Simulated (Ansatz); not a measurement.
A zone-centre phonon calculation of Ti₂InC (P6_3/mmc, 8 atoms in the cell) with Ansatz (a quantum-chemistry and plane-wave program).

Method of the run: LDA (PW92), PAW files made with PBE (plane waves; Ansatz).

```yaml
crystal:
  lattice:
    - [3.10423, 0.00000, 0.00000]
    - [-1.55212, 2.68835, 0.00000]
    - [0.00000, 0.00000, 13.98921]
  atoms:
    - { symbol: Ti, position: [0.66667, 0.33333, 0.57876] }
    - { symbol: Ti, position: [0.33333, 0.66667, 0.42124] }
    - { symbol: Ti, position: [0.33333, 0.66667, 0.07876] }
    - { symbol: Ti, position: [0.66667, 0.33333, 0.92124] }
    - { symbol: In, position: [0.66667, 0.33333, 0.25000] }
    - { symbol: In, position: [0.33333, 0.66667, 0.75000] }
    - { symbol: C, position: [0.00000, 0.00000, 0.50000] }
    - { symbol: C, position: [0.00000, 0.00000, 0.00000] }
```

Reference input (self-consistent single point, DFT, LDA (PW92), plane waves, PAW files made with PBE): basis.ecutwfc = 420 eV; kpoints.mp_grid.grid = 8 8 2; hamiltonian.xc = lda; hamiltonian.pseudopotentials = {kind: paw} (an earlier, softer set of the program's PAW files); scf.occupations.method = gaussian; scf.occupations.width = 0.1 eV. This run's input differs from it in these lines:

```diff
@@ -29,6 +29,4 @@
     width: 0.1 eV
-output:
-  forces: true
-  eigenvalues: true
-  stress: true
+phonons:
+  method: dfpt
```

Output, abridged:

```
SCF iter   1: F=—  HF=-21212.260012 eV  |F-HF|=—  |Δ(HF+E_count)|=         —  Δρ=8.38e-2  dr2=2.10e1  ethr=3.10e-3  ⟨swp⟩=5.6  Hψ=6882  notcnv=0
all-band conjugate gradients solve this SCF's bands
preconditioner: auto → Resta (q_TF=auto, 2.572 Å⁻¹)
SCF iter   2: F=—  HF=-21208.404905 eV  |F-HF|=—  |Δ(HF+E_count)|=    3.86e0  Δρ=2.47e-2  dr2=2.64e0  ethr=3.10e-3  ⟨swp⟩=3.0  Hψ=3900  notcnv=0  defer=120
   [... lines left out ...]
SCF iter   9: F=—  HF=-21207.884509 eV  |F-HF|=—  |Δ(HF+E_count)|=   1.50e-8  Δρ=2.30e-6  dr2=4.39e-9  ethr=9.72e-11  ⟨swp⟩=2.0  Hψ=3033  notcnv=0  defer=106
SCF iter  10: F=—  HF=-21207.884509 eV  |F-HF|=—  |Δ(HF+E_count)|=   1.47e-9  Δρ=5.40e-7  dr2=4.04e-10  ethr=5.36e-12  ⟨swp⟩=2.0  Hψ=3345  notcnv=0  defer=106
SCF iter  11: F=—  HF=-21207.884509 eV  |F-HF|=—  |Δ(HF+E_count)|=  5.09e-11  Δρ=1.39e-7  dr2=2.82e-11  ethr=1.00e-12  ⟨swp⟩=2.0  Hψ=2281  notcnv=0  defer=106
SCF iter  12: F=-21207.884509 eV  HF=-21207.884509 eV  |F-HF|=7.28e-12  |Δ(HF+E_count)|=  1.09e-11  Δρ=4.13e-8  dr2=2.68e-12  ethr=1.00e-12  ⟨swp⟩=12.1  Hψ=9855  notcnv=0
SCF 1 converged in 12 iterations: F = -21207.884509 eV  dr2 = 2.68e-12
DFPT response loops at Γ: preconditioner auto → Kerker (q_TF=auto, 2.572 Å⁻¹) (partly filled bands, converged f_vac=0.000) …
Free energy (F): -21207.884509 eV
Internal energy: -21207.869499 eV  (E = F + TS)
E sigma→0 (E₀):  -21207.877004 eV
Entropy (-TS):   -0.015011 eV (-1.876 meV/atom)
Fermi energy:    13.457782 eV
--- Phonons (Γ-DFPT): 6 representative perturbations + reference, on 42 of 128 k-points (Σ response iterations 21) ---
   [... lines left out ...]
  ASR residual per site (eV/Å²): 1.18e-5 1.18e-5 1.18e-5 1.18e-5 6.38e-6 6.38e-6 2.74e-5 2.74e-5
  Γ frequencies (cm⁻¹): 0.00 0.00 0.00 66.90 66.90 84.83 84.83 98.25 98.25 125.06 141.04 192.77 265.47 265.47 266.67 266.67 369.40 376.89 594.59 604.03 643.25 643.25 645.89 645.89
  non-analytic LO–TO correction: not included (Born effective charges unavailable; polar crystals: no LO–TO splitting at Γ)
```

The run converged in 12 iterations. 

Summary of the result:
* **Free energy E − TS (on the zero of these files)**: -21207.8845 eV
* **Fermi level (on the code's own zero)**: 13.46 eV
* **Zone-centre frequencies (cm⁻¹; negative means imaginary)**: 0, 0, 0, 67, 67, 85, 85, 98, 98, 125, 141, 193, 265, 265, 267, 267, 369, 377, 595, 604, 643, 643, 646, 646

The starting cell comes from a database of computed structures (which also holds hypothetical and non-ambient phases and stackings), without a prior relaxation at this level. Its lattice was rescaled by a random factor within 2.5 % of one. Spin polarisation is off.

Cost on one core of a shared machine: roughly 5 min.

Keys are those of Ansatz 0.2.
